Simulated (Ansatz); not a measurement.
## Hypothetical P6_422 SiC, carrier doping

Consider SiC (space group P6_422, No. 181; a = 3.0850 Å, c = 7.0617 Å; a hypothetical phase, not in the database extracts checked).

Carriers are added at fixed cell with a uniform background; the Fermi–Dirac width is that of 300 K.

Computed with PBE (Ansatz, a program for electronic structure; PAW; 420 eV plane waves; without spin-orbit coupling).

Notes on the quantities. Fermi level from band edge: Fermi level relative to the doped band's edge (positive inside the band; to 0.05 eV).

| hole density (10^21 cm⁻³) | Fermi level from band edge (eV) |
|---|---|
| 2 | 0.40 |
| 7 | 0.70 |
| 10 | ? |
| 20 | 1.20 |

Fit E_F = C n^s, fitted as a line in log–log form (a parabolic band gives s = 2/3) to the rows shown and predict the withheld row.

Least squares on the printed values gives C = 0.28 eV, s = 0.48 (largest residual 0.02 eV); this predicts 0.85 eV, and the run gives 0.80 eV, in agreement.

Charged cell with a jellium background: band edges are those of the host's band count, energies are not comparable with the neutral cell, and many-body gap narrowing is missing. Whether these cells are dynamically stable was not tested. The base started in P3_121 and relaxed to P6_422 at this level.
